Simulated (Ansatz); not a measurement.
We look at the surface energy of the W(100) slab with K, the mean of its two faces, with the listed reservoirs for the atoms in excess. Reaction: K (bcc) + 28 W (bcc) → cell A.

Cell A: a slab of W (bcc, Im-3m) cut along (100), 29 atoms, square cell of 6.37 Å (40.5 Å²), symmetry P4mm, 12.0 Å thick under 16 Å of vacuum, in-plane vectors held at the crystal's; planes from bottom to top: W4 × 7 | K, its two faces unlike (dipole correction applied); added, foreign or displaced atoms, above the top plane: K bound to 5 W at 3.67–4.06 Å; spin state with PBE: run without spin, k-point mesh 7×7×1.
```yaml
crystal:
  lattice:
    - [6.36767, 0.00000, 0.00000]
    - [0.00000, 6.36767, 0.00000]
    - [0.00000, 0.00000, 28.16698]
  atoms:
    - { symbol: W, position: [0.00021, 0.00021, 0.28969] }
    - { symbol: W, position: [0.49979, 0.00021, 0.28969] }
    - { symbol: W, position: [0.00021, 0.49979, 0.28969] }
    - { symbol: W, position: [0.49979, 0.49979, 0.28969] }
    - { symbol: W, position: [0.25000, 0.25000, 0.33978] }
    - { symbol: W, position: [0.75000, 0.25000, 0.33958] }
    - { symbol: W, position: [0.25000, 0.75000, 0.33958] }
    - { symbol: W, position: [0.75000, 0.75000, 0.33950] }
    - { symbol: W, position: [0.00001, 0.00001, 0.39753] }
    - { symbol: W, position: [0.49999, 0.00001, 0.39753] }
    - { symbol: W, position: [0.00001, 0.49999, 0.39753] }
    - { symbol: W, position: [0.49999, 0.49999, 0.39753] }
    - { symbol: W, position: [0.25000, 0.25000, 0.45373] }
    - { symbol: W, position: [0.75000, 0.25000, 0.45326] }
    - { symbol: W, position: [0.25000, 0.75000, 0.45326] }
    - { symbol: W, position: [0.75000, 0.75000, 0.45303] }
    - { symbol: W, position: [0.00292, 0.00292, 0.50969] }
    - { symbol: W, position: [0.49708, 0.00292, 0.50969] }
    - { symbol: W, position: [0.00292, 0.49708, 0.50969] }
    - { symbol: W, position: [0.49708, 0.49708, 0.50969] }
    - { symbol: W, position: [0.25000, 0.25000, 0.57106] }
    - { symbol: W, position: [0.75000, 0.25000, 0.56661] }
    - { symbol: W, position: [0.25000, 0.75000, 0.56661] }
    - { symbol: W, position: [0.75000, 0.75000, 0.56275] }
    - { symbol: W, position: [0.97632, 0.97632, 0.61857] }
    - { symbol: W, position: [0.52368, 0.97632, 0.61857] }
    - { symbol: W, position: [0.97632, 0.52368, 0.61857] }
    - { symbol: W, position: [0.52368, 0.52368, 0.61857] }
    - { symbol: K, position: [0.25000, 0.25000, 0.71528] }
```

Reference: K (bcc, Im-3m), 1 atom in the cell, k-point mesh 16×16×16 on the run's own vectors. Conventional cell: a = b = c = 5.2794 Å, α = β = γ = 90.00°.

Reference: W (bcc, Im-3m), 4 atoms in the cell, a perfect crystal on lattice vectors that match the other cells'; spin state with PBE: run without spin, k-point mesh 7×7×29 on the run's own vectors.

All numbers come from Ansatz (an electronic-structure program), plane waves with PAW, its PAW set soft_1, cutoff 420 eV, 500 eV for r2SCAN. The structures are at rest with PBE, within the held lattices; other levels are single points on them. Neutral cells; Fermi-Dirac smearing of at most 0.10 eV in the solids, energies taken to zero width. The lattices are those relaxed with PBE, so at other levels the solids can be strained, which adds to the spread. Larger cells are relaxed from a start prepared with the learned potential CHGNet till forces fall under 0.03 eV/Å, which some starts already meet. A dispersion term (D3(BJ), or D4 for r2SCAN) was computed beside these levels and is taken off wherever the name lacks it. Static lattices, no vibrational contributions. The structures are the rest points that the relaxations reached, not proven lowest. Spin-orbit coupling is left out. No correction for cell size. Cell A has symmetry P4mm and got no random move, so less symmetric positions, which may lie lower, weren't tried.

Q: Predict the value from r2SCAN.

A: 4.15 J/m², for K (bcc) + 28 W (bcc) → cell A.

Q: What do the other levels give, and how wide is the spread?

A: 
```
Functional  value (J/m²)  less r2SCAN
----------  ------------  -----------
PBE                 3.81        -0.34
```

The levels span 0.34 J/m², from PBE (3.81) to r2SCAN (4.15).
